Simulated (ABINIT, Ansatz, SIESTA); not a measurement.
**Code comparison for BeB2 (P6/mmm, 3 atoms in the cell)**

Self-consistent single point.

```yaml
crystal:
  lattice:
    - [2.92969, 0.00000, 0.00000]
    - [-1.46484, 2.53719, 0.00000]
    - [0.00000, 0.00000, 2.87733]
  atoms:
    - { symbol: Be, position: [0.00000, 0.00000, 0.00000] }
    - { symbol: B, position: [0.33333, 0.66667, 0.50000] }
    - { symbol: B, position: [0.66667, 0.33333, 0.50000] }
```

Shared settings, as Ansatz (a first-principles code) writes them: kpoints.mp_grid.grid = 13 13 11; scf.occupations.method = fermi_dirac; scf.occupations.width = 0.136 eV. Potentials and cutoffs stand in the table.

```
code                                                                                                                       model  pressure (GPa)       cutoff
------  ------------------------------------------------------------------------------------------------------------------------  --------------  -----------
ABINIT                                           LDA (PW92), norm-conserving pseudopotentials (PseudoDojo nc-sr-04 LDA standard)           -7.35      1197 eV
SIESTA  LDA PW92, numerical atomic orbitals DZP, PseudoDojo LDA standard norm-conserving potentials (rewritten from UPF to PSML)           -5.55  grid 350 Ry
Ansatz                                                                                       LDA (PW92), PAW files made with PBE           -7.57      default
```

The spread over the programs that give each value: pressure within 2.02 GPa.

SIESTA uses small atom-centred bases, whose incompleteness enters pressures, forces and empty levels differently from a plane-wave cutoff. Ansatz's pressure is given at a fixed set of plane waves, as the other plane-wave codes print theirs; with its correction for the finite basis it is -7.40 GPa. In the pressure, SIESTA (by 1.91) lies more than 1 GPa from the median of the plane-wave programs.

The starting cell comes from a database of computed structures (which also holds hypothetical and non-ambient phases and stackings), without a prior relaxation at this level.

Left out of this page: GPAW, Elk and FLEUR (not drawn, or without a comparable value).

Keys are those of Ansatz 0.2.
